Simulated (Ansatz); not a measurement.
The reference is HfSi2 (space group Cmcm, No. 63).

```
HfSi2
1.0
    1.82513    -7.17483     0.00000
    1.82513     7.17483     0.00000
    0.00000     0.00000     3.63523
Si Hf
4 2
Cartesian
  1.82513  -6.38219   2.72642
  1.82513   6.38219   0.90881
  1.82513   3.58938   2.72642
  1.82513  -3.58938   0.90881
  1.82513  -1.50296   2.72642
  1.82513   1.50296   0.90881
```

Cartesian axes are those of the cell as printed.

All numbers come from plane-wave PAW DFT at the PBEsol level (Ansatz, a quantum-chemistry and plane-wave program, 420 eV), scalar-relativistic without spin-orbit coupling.

Strains are applied to the cell and any free atomic positions relax; under biaxial strain the out-of-plane vector relaxes too.

One change was made to it. Results:

The energy increases by 42 meV/atom; the pressure (mean of the normal stresses, compression positive) goes from zero to 10.8 GPa.

Question: Name the change that was made.
A. strain tensor (xx, yy, zz, yz, xz, xy) = (−1.73, −2.01, −2.60, −1.90, −0.23, +0.12) %
B. biaxial strain +4.68 %, plane normal [001], relaxed out of plane
C. isotropic strain −2.96 %

Answer: A, strain tensor (xx, yy, zz, yz, xz, xy) = (−1.73, −2.01, −2.60, −1.90, −0.23, +0.12) %. For comparison, the energy relative to the base in the other runs: biaxial strain +4.68 %, plane normal [001], relaxed out of plane gives +49 meV/atom; isotropic strain −2.96 % gives +61 meV/atom.

Without a gap, meshes like the base's 13×13×13 leave anisotropic stresses uncertain by several tenths of a GPa, and small strain energies with them. No phonon test of stability was made. All final runs are without spin polarisation.
